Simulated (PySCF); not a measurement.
PySCF 2.14.0, MP2 (frozen core)/def2-svp: C=C=C1O[Si](C)([SiH3])O1, 16 atoms. The geometry is a generated start, not checked to be a minimum at this level.

```
Property                                               Value
-------------------------------  ---------------------------
task                                                     mp2
basis                                               def2-svp
two-electron scheme              exact four-centre integrals
frozen core                                             true
mf.init_guess                                minao (default)
mf.DIIS                                      CDIIS (default)
mf.diis_space                                    8 (default)
mf.conv_tol                                  1e-09 (default)
basis functions (reference run)                          160
```

On 4 threads, 1 BLAS thread. Build: conda-forge: OpenMP (GNU), OpenBLAS with its own threads, libcint, Libxc. Each setting ran once; only counts and results are compared.

Values of mol.max_memory tried: 8000 MB, 4000 MB, 2000 MB, 1000 MB, 500 MB, 300 MB, 200 MB.

Task: How low can the memory setting go, and what changes on the way?

Result: It runs down to 200 MB, the lowest tried, with the same result. At 8000 MB: SCF integrals in memory, transformation in memory. From 1000 MB down: SCF integrals in memory, transformation through a file. From 500 MB down: direct SCF, transformation through a file.

| mol.max_memory | path | peak memory |
|---|---|---|
| 8000 MB | SCF integrals in memory, transformation in memory | 1.0 GiB |
| 4000 MB | SCF integrals in memory, transformation in memory | 1.0 GiB |
| 2000 MB | SCF integrals in memory, transformation in memory | 1.0 GiB |
| 1000 MB | SCF integrals in memory, transformation through a file | 1.3 GiB |
| 500 MB | direct SCF, transformation through a file | 0.72 GiB |
| 300 MB | direct SCF, transformation through a file | 0.72 GiB |
| 200 MB | direct SCF, transformation through a file | 0.72 GiB |

Peak memory is the kernel's count for the largest process, libraries included and scratch files not. The peak passes the setting at 1000 MB, 500 MB, 300 MB, 200 MB: it is no hard cap. MP2's transformation through a file may take 2000 MB even at lower settings.
